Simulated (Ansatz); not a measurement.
**Effect of tensor shear ε_xz = −0.46 % on Tl**

The reference is Tl in the hcp (Mg type) structure (space group P6_3/mmc, No. 194; a = 3.555 Å, c = 5.516 Å; relaxed with 0.1 eV smearing). Axes: x lies along a and z along c of the hexagonal cell.

Now apply this change: a pure shear with ε_xz = ε_zx = -0.0046; the atoms relax in the strained cell.

Level of theory: Kohn–Sham DFT with the r2SCAN functional, run in Ansatz (a first-principles code) with PAW and 500 eV plane waves, no SOC, earlier PAW set. k-mesh 19×19×11 (Γ-centred); smearing 0.1 eV (Fermi–Dirac).

The volume per atom stays 30.19 Å³ and the space group becomes C2/c (No. 15) (base: P6_3/mmc (No. 194)). The energy is nearly the same and the pressure (mean of the normal stresses, compression positive) stays 0.0 GPa. The band gap remains zero and the stress (xx, yy, zz, yz, xz, xy; compression positive) is (0.0, 0.0, 0.0, 0.0, 0.1, 0.0) GPa.

Cost of the whole job for the changed cell (relaxation, final SCF and bands): very roughly 3 core-minutes.

No phonon test of stability was made.
